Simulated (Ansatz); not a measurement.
LaWN₃ (P2₁/m, No. 11, 10 atoms in the cell; start mp-989646) was calculated with PBEsol+SOC in Ansatz (plane waves, PAW).

Settings: plane-wave cutoff 520 eV, 6×8×4 k mesh (along the axes of the cell as run), Fermi–Dirac smearing 0.01 eV, PAW data made under PBE.

Cell (relaxed with PBEsol):

```cif
data_La2N6W2
_chemical_formula_sum 'La2 W2 N6'
_space_group_name_H-M_alt 'P 1'
_space_group_IT_number 1
_cell_length_a 5.79495
_cell_length_b 3.85718
_cell_length_c 7.89965
_cell_angle_alpha 90.000
_cell_angle_beta 109.076
_cell_angle_gamma 90.000
loop_
_space_group_symop_operation_xyz
  'x, y, z'
loop_
_atom_site_label
_atom_site_type_symbol
_atom_site_fract_x
_atom_site_fract_y
_atom_site_fract_z
_atom_site_occupancy
La1 La 0.24699 0.25000 0.18513 1
La2 La 0.75301 0.75000 0.81487 1
W1 W 0.14029 0.25000 0.66814 1
W2 W 0.85971 0.75000 0.33186 1
N1 N 0.03521 0.25000 0.86599 1
N2 N 0.96479 0.75000 0.13401 1
N3 N 0.97496 0.25000 0.38982 1
N4 N 0.02504 0.75000 0.61018 1
N5 N 0.46747 0.25000 0.74120 1
N6 N 0.53253 0.75000 0.25880 1
```

Give the computed band gap.


* **band gap**: 1.71 eV (on the SCF k mesh)

Note: cell and atoms aren't relaxed at this level.

Computed values are for the static lattice.

It cost about 13 core-minutes (a rough figure) of CPU time.

A start named mp-… is a Materials Project structure, which need not be a measured phase.

Ansatz is a first-principles code.
